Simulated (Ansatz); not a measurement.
A computed series for Al2O3: response to strain

The parent structure is Al2O3 in the corundum structure (space group R-3c, No. 167; a = 4.7738 Å, c = 13.0147 Å (hexagonal axes)). Axes: x lies along a and z along c of the hexagonal cell.

Strains are applied to the cell and any free atomic positions relax.

The values are results of DFT with PBEsol, PAW potentials and a 420 eV plane-wave cutoff in Ansatz (a quantum-chemistry and plane-wave program), no spin-orbit coupling, not measurements.

Notes on the quantities. energy relative to the base: free energy F.

```json
[
 {"uniaxial strain ε_xx (%)": "0", "energy relative to the base (meV/atom)": "0.0"},
 {"uniaxial strain ε_xx (%)": "0.75", "energy relative to the base (meV/atom)": "0.7"},
 {"uniaxial strain ε_xx (%)": "1.5", "energy relative to the base (meV/atom)": "2.8"},
 {"uniaxial strain ε_xx (%)": "2.25", "energy relative to the base (meV/atom)": "?"},
 {"uniaxial strain ε_xx (%)": "3", "energy relative to the base (meV/atom)": "10.7"}
]
```

Q: Fit ΔE = Aε² + Bε³ (ε in %) to the rows shown and predict the withheld row.

A: Least squares on the printed values gives A = 1.30 and B = -0.035 meV/atom (largest residual 0.0 meV/atom); this predicts 6.2 meV/atom, and the run gives 6.1 meV/atom, in agreement.

Whether these cells are dynamically stable was not tested.
